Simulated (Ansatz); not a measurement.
Consider MgO in the rock salt structure (space group Fm-3m, No. 225; a = 4.214 Å). Axes: x, y, z lie along the cube axes.

Structures relaxed with Ansatz (an electronic-structure program) PBEsol, scalar-relativistic without spin-orbit coupling.

Base:

Simulated powder pattern, Cu Kα1, λ = 1.54056 Å (kinematic, ideal powder, no thermal factors, no anomalous dispersion; the 8 strongest lines at most, above 2 %, up to 2θ = 90°):

| 2θ (°) | I/Imax (%) | hkl |
|---|---|---|
| 36.91 | 10 | (111) |
| 42.88 | 100 | (200) |
| 62.26 | 56 | (220) |
| 74.63 | 6.9 | (311) |
| 78.57 | 17 | (222) |

After one change:

Simulated powder pattern, Cu Kα1, λ = 1.54056 Å (kinematic, ideal powder, no thermal factors, no anomalous dispersion; the 8 strongest lines at most, above 2 %, up to 2θ = 90°):

| 2θ (°) | I/Imax (%) |
|---|---|
| 36.66 | 5.2 |
| 37.17 | 5.1 |
| 42.89 | 100 |
| 61.58 | 9.6 |
| 62.27 | 37 |
| 62.96 | 8.9 |
| 77.95 | 8.5 |
| 79.20 | 8.1 |

Problem. Which change produced these results?
(A) strain tensor (xx, yy, zz, yz, xz, xy) = (+0.73, +1.41, −0.27, +0.52, −1.15, −1.47) %
(B) biaxial strain −1.63 %, plane normal [110], relaxed out of plane
(C) uniaxial strain ε_xx = −0.69 %
(D) tensor shear ε_xy = +1.00 %

Solution. D, tensor shear ε_xy = +1.00 %. Its volume per atom is 9.35 Å³ against 9.36 Å³, and its space group is Immm (No. 71).

No phonon test of stability was made.
